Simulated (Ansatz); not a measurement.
The starting structures come from a database of crystals and need not be the phases stable at ambient conditions.

Inside the gap of an insulator the Bloch states are evanescent, with a wavenumber k + iκ along the transport direction.

Data:

```
CaZrN2
1.0
    5.74033     0.00000     0.00000
    1.91344     5.60669     0.00000
    2.87016     0.00000     1.65709
Ca Zr N
1 1 2
Direct
  0.00000   0.00000   0.00000
  0.50000   0.50000   0.00000
  0.76188   0.71436   0.00000
  0.23812   0.28564   0.00000
```

Space group of this cell: R-3m. The cell is taken as given; by r2SCAN its mean pressure is -0.7 GPa.

Transport runs along the normal of the first two printed cell vectors, the (110) plane of the conventional cell.

No gap correction and no spin-orbit coupling; mid-gap values are interpolated between computed energies.

Problem. Compute, with r2SCAN run with Ansatz (a program for electronic structure), the band gap and the smallest decay constant κ at mid-gap.

Solution. Gap 0.84 eV on a 18×18×18 mesh; κ = 0.127 1/Å, at the zone centre.
